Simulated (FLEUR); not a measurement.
## Equation of state of CsCl-type PdIn (space group 221): energy against volume (FLEUR, PBE)

```xyz
2
Lattice="3.1922 0.0000 0.0000 0.0000 3.1922 0.0000 0.0000 0.0000 3.1922" Properties=species:S:1:pos:R:3 pbc="T T T"
In     1.5961     1.5961     1.5961
Pd     0.0000     0.0000     0.0000
```

Computed with PBE, all-electron FLAPW (FLEUR), scalar-relativistic valence (FLEUR). Settings: Kmax = 4.56 1/bohr; GmaxXC = 22.8 1/bohr; xcFunctional = pbe; jspins = 1; l_soc = F; mode = hist; fermiSmearingEnergy = 0.00183747 Htr; mesh (inpgen div1-3) = 18 18 18; inpgen gamma flag = true; Gmax = 22.8 1/bohr; numbands = 0; maxIterBroyd = 40; imix = Anderson; alpha = 0.05; precondParam = 0; minDistance = 1e-05 me/bohr^3. The cell above is the first row's. The rows scale it uniformly. In all rows fractional positions and the k mesh are held. E is the free energy at the stated smearing, counted from the lowest row.

| V (Å^3/atom) | E (meV/atom) |
|---|---|
| 16.265 | ? |
| 16.618 | 48.52 |
| 16.972 | 26.41 |
| 17.325 | 11.53 |
| 17.679 | 3.01 |
| 18.033 | 0.00 |
| 18.386 | 1.82 |
| 18.740 | 7.78 |
| 19.093 | 17.41 |

Question: Using the third-order Birch-Murnaghan form, a cubic in V^(-2/3), estimate the missing E at V = 16.265 from the other rows, showing the fit.

Answer: With u = V^(-2/3) - 0.147, the rows have u = 0.006561, 0.004418, 0.002354, 0.000354, -0.001581, -0.003448, -0.005262, -0.007014. Least squares gives E = 2.080 + 2385.85·u + 684568·u² + 4689998·u³. Residuals (row less fit): -0.007, 0.023, -0.021, -0.001, -0.001, 0.020, -0.017, 0.005; standard error 0.021 (degrees of freedom: 4). Its minimum lies at u = -0.001775, so V0 = (0.145225)^(-3/2) = 18.07. There d²E/du² = 1319000 and d³E/du³ = 2.814e7, so B0 = (4/9) × 18.07^(-7/3) × 1319000 × 0.160218 = 110 GPa (the last factor turns the table's units into GPa), and B0' = 4 + (2/3) × 0.145225 × (2.814e7)/1319000 = 6.1. At the withheld row, u = 0.008775, so E = 2.080 + 2385.85 × 0.008775 + 684568 × 0.008775² + 4689998 × 0.008775³ = 78.897 meV/atom. The calculation gives 78.94 meV/atom, 0.043 meV/atom above the prediction (0.1 % of the range of E in the table). The row lies outside the fitted rows, so this is an extrapolation. From the scatter of the fitted rows alone, a prediction at this place has a standard error of 0.061 meV/atom, so the miss is 0.7 times that.

Carrying the step between the two nearest rows on in a straight line would have given 70.57, off by 8.37; series whose last step already gives the withheld value aren't shown. The scan was laid around a cell of about the measured size, scaled by a guess for this functional. The runs keep the symmetry of the cell, so they don't test it for distortions. Spin polarisation is off. Values depend on the basis (sphere radii, cutoffs, local orbitals), which need not be converged. Cutoffs and mesh are single choices, not tested for convergence of this quantity. Series with a scatter that would blur these digits, or in which a gap closes, are not shown. Nor are scans whose minimum lies at an end fitted in this form.
